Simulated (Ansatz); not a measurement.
BN: response to strain

The reference is BN in the wurtzite structure (space group P6_3mc, No. 186; a = 2.541 Å, c = 4.203 Å). Axes: x lies along a and z along c of the hexagonal cell.

Strains are applied to the cell and any free atomic positions relax.

All numbers come from PBEsol (Ansatz, a program for electronic structure; PAW; 420 eV plane waves; no SOC).

Notes on the quantities. energy relative to the base: free energy F.

```tsv
uniaxial strain ε_zz (%)	energy relative to the base (meV/atom)
-3	18.5
-2.4	11.7
-1.8	6.5
-1.2	2.8
-0.6	?
0	0.0
```

**Question.** Fit ΔE = Aε² + Bε³ (ε in %) to the rows shown and predict the withheld row.

**Answer.** Least squares on the printed values gives A = 1.92 and B = -0.046 meV/atom (largest residual 0.0 meV/atom); this predicts 0.7 meV/atom, and the run gives 0.7 meV/atom, in agreement.

Whether these cells are dynamically stable was not tested.
